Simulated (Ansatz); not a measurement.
The parent structure is CdSe in the wurtzite structure (space group P6_3mc, No. 186).

```cif
data_Cd2Se2
_chemical_formula_sum 'Cd2 Se2'
_space_group_name_H-M_alt 'P63mc'
_space_group_IT_number 186
_space_group_name_Hall 'P 6c -2c'
_cell_length_a 4.38272
_cell_length_b 4.38272
_cell_length_c 7.15447
_cell_angle_alpha 90.000
_cell_angle_beta 90.000
_cell_angle_gamma 120.000
loop_
_atom_site_label
_atom_site_type_symbol
_atom_site_symmetry_multiplicity
_atom_site_Wyckoff_symbol
_atom_site_fract_x
_atom_site_fract_y
_atom_site_fract_z
_atom_site_occupancy
Cd1 Cd 2 b 0.66667 0.33333 0.00047 1
Se1 Se 2 b 0.33333 0.66667 0.12473 1
```

Levels (all Ansatz, a quantum-chemistry and plane-wave program, PAW): PBE (420 eV, without spin-orbit coupling); r2SCAN (500 eV, without spin-orbit coupling).

Its gap is 0.54 eV with PBE and 1.03 eV with r2SCAN.

Perturbation: cell and atoms relaxed at a pressure of 18 GPa.

With PBE the gap becomes 0.95 eV.

Task: If the r2SCAN correction stayed the same, what would the r2SCAN gap be, and what does the r2SCAN run give?

Result: A rigid correction of +0.49 eV gives 1.44 eV. The r2SCAN run gives 1.47 eV, so the two effects roughly add.

Single points use the geometry relaxed with PBE. Load acts through the strain it causes; cell and atoms are relaxed under it. No phonon test of stability was made. Measured, CdSe leaves this structure (for rock salt) near 2.72 GPa (temperature not stated; as listed in Datta, Sujoy, Jana, Debnarayan, arXiv (2020)), on rising pressure, with hysteresis.
